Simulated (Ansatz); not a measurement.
The starting structures come from a database of crystals and need not be the phases stable at ambient conditions.

 Where the default PAW files enter, the runs use the earlier of Ansatz's two default sets.

Tunnelling through a barrier is set by its complex band structure: the current falls as exp(−2κd) with the smallest κ.

```yaml
crystal:
  lattice:
    - [3.76489, 0.00000, 0.00000]
    - [0.00000, 6.20627, 0.00000]
    - [1.88244, 0.00000, 3.26049]
  atoms:
    - { symbol: Ga, position: [0.66667, 0.49995, 0.66667] }
    - { symbol: Ga, position: [0.33333, 0.99995, 0.33333] }
    - { symbol: P, position: [0.66667, 0.12605, 0.66667] }
    - { symbol: P, position: [0.33333, 0.62605, 0.33333] }
```

Space group of this cell: P6_3mc, wurtzite. The cell is strained (all lengths scaled by 0.98); by r2SCAN its mean pressure is 6.2 GPa.

Transport runs along the normal of the first two printed cell vectors, the (100) plane of the conventional cell.

The gap is the functional's own, uncorrected, and κ follows it; spin-orbit coupling is left out. Mid-gap values are interpolated between the computed energies.

Compute, with r2SCAN (Ansatz, an electronic-structure program), the band gap and the smallest decay constant κ at mid-gap.

Gap 1.70 eV on a 10×6×10 mesh; κ = 0.149 1/Å, at the zone centre.
